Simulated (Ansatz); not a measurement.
Take InAs in the zinc blende structure (space group F-43m, No. 216; a = 6.108 Å) as the base.

All numbers come from Ansatz (a quantum-chemistry and plane-wave program), r2SCAN, PAW, cutoff 500 eV, without spin-orbit coupling, earlier PAW set.

Base values:

- Band gap = 0.08 eV
- Lattice parameter a = 6.108 Å

The change: full substitution In → Ga, then cell and atoms are relaxed.

Task: What does the calculation give for the hole mass, band gap, electron mass and lattice parameter a after the change?

Result: The hole mass (degenerate bands, along [100]) is 0.051, 0.34, 0.34 mₑ (at Γ); the band gap grows by 0.89 eV (0.08 eV → 0.97 eV); the electron mass amounts to 0.051 mₑ (at Γ); the lattice parameter a shrinks by 0.4428 Å, from 6.108 Å to 5.666 Å.

Masses are band curvatures over ±0.01 Å⁻¹ around the edge. No phonon test of stability was made. The zero or small gap of InAs can change with the level of theory.
